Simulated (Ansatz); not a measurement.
Cu: response to strain

Start from Cu in the fcc (Cu type) structure (space group Fm-3m, No. 225; relaxed with 0.1 eV smearing).

```yaml
crystal:
  lattice:
    - [0.00000, 1.78189, 1.78189]
    - [1.78189, 0.00000, 1.78189]
    - [1.78189, 1.78189, 0.00000]
  atoms:
    - { symbol: Cu, position: [0.00000, 0.00000, 0.00000] }
```

Cartesian axes are those of the cell as printed.

Strains are applied to the cell and any free atomic positions relax; under biaxial strain the out-of-plane vector relaxes too.

All numbers come from PBEsol, PAW, 420 eV (Ansatz, a program for electronic structure; spin-orbit coupling left out).

Notes on the quantities. energy relative to the base: free energy F; pressure: mean of the normal stresses, compression positive.

```csv
change,energy relative to the base,shortest interatomic distance,pressure
base,0 meV/atom,2.520 Å,0.0 GPa
"biaxial strain −2.08 %, plane normal [111], relaxed out of plane",+11 meV/atom,2.468 Å,5.2 GPa
"biaxial strain −1.25 %, plane normal [111], relaxed out of plane",+3.8 meV/atom,2.488 Å,2.9 GPa
"biaxial strain −0.83 %, plane normal [111], relaxed out of plane",+1.6 meV/atom,2.499 Å,?
"biaxial strain −0.42 %, plane normal [111], relaxed out of plane",+0.4 meV/atom,2.509 Å,0.9 GPa
"biaxial strain +0.83 %, plane normal [111], relaxed out of plane",+1.5 meV/atom,2.517 Å,?
"biaxial strain +1.25 %, plane normal [111], relaxed out of plane",+3.4 meV/atom,2.515 Å,-2.5 GPa
"biaxial strain +1.67 %, plane normal [111], relaxed out of plane",+6.0 meV/atom,2.514 Å,-3.2 GPa
"biaxial strain +2.08 %, plane normal [111], relaxed out of plane",+9.1 meV/atom,2.513 Å,-3.9 GPa
"biaxial strain +2.50 %, plane normal [111], relaxed out of plane",+13 meV/atom,2.511 Å,-4.5 GPa
```

### Question
Complete the table.

### Answer

- biaxial strain −0.83 %, plane normal [111], relaxed out of plane, pressure: 1.9 GPa
- biaxial strain +0.83 %, plane normal [111], relaxed out of plane, pressure: -1.7 GPa

Whether these cells are dynamically stable was not tested. The final runs are not spin-polarised.
